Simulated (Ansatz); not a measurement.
Mn on a cation site across 3 hosts. Calculation: PBE, PAW (plane waves to 420 eV; Ansatz, a quantum-chemistry and plane-wave program). Charged cells are image-corrected; levels hold to tenths of an eV, spin–orbit coupling is left out, only levels at least 0.1 eV inside the gap count (those within 0.2 eV of an edge may still be shallow), and each defect is the lowest state found from one start.

```json
[
 {"host": "4H silicon carbide", "site at the start": "the Si(k) site", "sites, k-points": "96, 2×2×2 shifted", "gap (eV)": "2.23", "localised charge states": "+1, 0, −1, −2", "levels above the VBM (eV)": "(+1/0) 1.04; (0/−1) 1.46; (−1/−2) 1.95"},
 {"host": "beta Si3N4", "site at the start": "the Si(1,4-fold) site", "sites, k-points": "84, 2×2×2 shifted", "gap (eV)": "4.25", "localised charge states": "+1, 0, −1, −2", "levels above the VBM (eV)": "(+1/0) 0.64; (0/−1) 1.48; (−1/−2) 2.64"},
 {"host": "wurtzite AlN", "site at the start": "the Al site", "sites, k-points": "96, 2×2×2 shifted", "gap (eV)": "4.03", "localised charge states": "+1, 0, −1", "levels above the VBM (eV)": "(+1/0) 1.23; (0/−1) 2.02"}
]
```

The lowest level as a share of the gap: beta Si3N4: 0.64 / 4.25 = 0.15; wurtzite AlN: 1.23 / 4.03 = 0.31; 4H silicon carbide: 1.04 / 2.23 = 0.47.
